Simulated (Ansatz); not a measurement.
CdTe, pressure series

Start from CdTe in the zinc blende structure (space group F-43m, No. 216; a = 6.489 Å).

Cell and atoms are relaxed at each pressure.

The values are results of PBEsol (Ansatz, a quantum-chemistry and plane-wave program), no spin-orbit coupling, not measurements.

Notes on the quantities. hole mass: degenerate bands, along [100].

```
variant                             hole mass  band gap  volume per atom    electron mass
----------------  ---------------------------  --------  ---------------  ---------------
base              0.056, 0.51, 0.51 mₑ (at Γ)   0.65 eV         34.16 Å³  0.055 mₑ (at Γ)
pressure −2 GPa   0.045, 0.56, 0.56 mₑ (at Γ)   0.49 eV         36.11 Å³  0.044 mₑ (at Γ)
pressure −1 GPa   0.051, 0.53, 0.53 mₑ (at Γ)   0.57 eV         35.05 Å³  0.050 mₑ (at Γ)
pressure 0.3 GPa  0.057, 0.51, 0.51 mₑ (at Γ)   0.67 eV         33.92 Å³  0.056 mₑ (at Γ)
pressure 0.7 GPa  0.059, 0.50, 0.50 mₑ (at Γ)   0.70 eV         33.61 Å³  0.058 mₑ (at Γ)
pressure 1.5 GPa  0.062, 0.49, 0.49 mₑ (at Γ)   0.75 eV         33.04 Å³  0.061 mₑ (at Γ)
pressure 3 GPa    0.067, 0.46, 0.46 mₑ (at Γ)   0.83 eV         32.09 Å³  0.066 mₑ (at Γ)
pressure 5 GPa    0.072, 0.44, 0.44 mₑ (at Γ)   0.94 eV         31.02 Å³  0.071 mₑ (at Γ)
pressure 7.5 GPa  0.078, 0.41, 0.41 mₑ (at Γ)   1.04 eV         29.92 Å³  0.077 mₑ (at Γ)
pressure 10 GPa   0.083, 0.39, 0.39 mₑ (at Γ)   1.14 eV         29.00 Å³  0.081 mₑ (at Γ)
```

Spin-orbit coupling, missing from the scalar runs, can matter with Te. Load acts through the strain it causes; cell and atoms are relaxed under it. Masses are band curvatures over ±0.01 Å⁻¹ around the edge. Stability against distortions was not tested. Measured, CdTe leaves this structure (for cinnabar) near 3.53 GPa (temperature not stated; as listed in Datta, Sujoy, Jana, Debnarayan, arXiv (2020)), on rising pressure, with hysteresis.
